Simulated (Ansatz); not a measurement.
The reference is MgS in the rock salt structure (space group Fm-3m, No. 225; a = 5.182 Å).

Method: Kohn–Sham DFT with the PBEsol functional, run in Ansatz (a quantum-chemistry and plane-wave program) with PAW and 420 eV plane waves, no spin-orbit coupling.

Base values:

| Item | Value |
|---|---|
| Hole mass | 0.25, 0.92, 0.92 mₑ (at Γ) |
| Shortest interatomic distance | 2.591 Å |

One thing is altered: a hydrostatic pressure of 10 GPa.

Task: Estimate the effect on the hole mass.

Result: The hole mass (degenerate bands, along [100]) changes from 0.25, 0.92, 0.92 mₑ (at Γ) to 0.27, 0.82, 0.82 mₑ (at Γ).

Task: What happens to the shortest interatomic distance?

Result: The shortest interatomic distance falls by 0.088 Å, from 2.591 Å to 2.503 Å.

The levels and masses belong to the bands next to the band gap. Load acts through the strain it causes; cell and atoms are relaxed under it. Masses are band curvatures over ±0.01 Å⁻¹ around the edge. Whether these cells are dynamically stable was not tested. Competing high-pressure phases were not computed. The base started in P3_121 and relaxed to Fm-3m at this level.
